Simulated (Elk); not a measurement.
Band structure of ErPd (Pm-3m, 2 atoms in the cell).

```
CELL_PARAMETERS angstrom
      3.52730     0.00000     0.00000
      0.00000     3.52730     0.00000
      0.00000     0.00000     3.52730
ATOMIC_POSITIONS crystal
  Er 0.00000 0.00000 0.00000
  Pd 0.50000 0.50000 0.50000
```
Moments meant for the start (each program seeds them in its own way; μB, in the order of the atoms Er Pd): 3.0 0.0.

Method: PBEsol, all-electron FP-LAPW, Elk's shipped species files, default APW+lo basis in Elk 10.2.4.

Settings: xctype = 22; spinpol = true; rgkmax = 7; stype = 0; swidth = 0.00367493 Ha; ngridk = 8 8 8; reducebf = 0.8; nempty = 12 per atom; bfcmt = [[0.0, 0.0, -1.5], [0.0, 0.0, 0.0]].

The starting cell comes from a database of computed structures (which also holds hypothetical and non-ambient phases and stackings), without a prior relaxation at this level. Its lattice was rescaled by a random factor within 2.5 % of one. Spin-orbit coupling is off. With one magnetic atom in the cell only a parallel order is possible. With U or open f shells several self-consistent states can exist. The f electrons are in the valence without U or exact exchange, which can misplace them near the Fermi level. Spin-orbit terms, which matter for f shells, are left out. Values depend on the basis (sphere radii, cutoffs, local orbitals), which need not be converged.

Levels in eV from the Fermi level, bands 18 to 25 of the first spin channel:
```json
[
 {"point": "Γ", "18": "-1.91", "19": "-1.89", "20": "-1.88", "21": "-1.87", "22": "2.21", "23": "2.21", "24": "6.44", "25": "6.44"},
 {"point": "X", "18": "-1.78", "19": "-1.70", "20": "-1.70", "21": "-1.67", "22": "-0.58", "23": "1.19", "24": "2.86", "25": "2.86"},
 {"point": "M", "18": "-1.86", "19": "-1.82", "20": "-1.80", "21": "-0.55", "22": "1.46", "23": "1.46", "24": "2.60", "25": "5.40"},
 {"point": "R", "18": "-1.84", "19": "-1.76", "20": "-1.76", "21": "-0.61", "22": "-0.61", "23": "-0.61", "24": "4.03", "25": "7.77"}
]
```

Bands cross the Fermi level along this path, so the cell is metallic at this level.

The net moment of the cell came out as 2.41 μB.
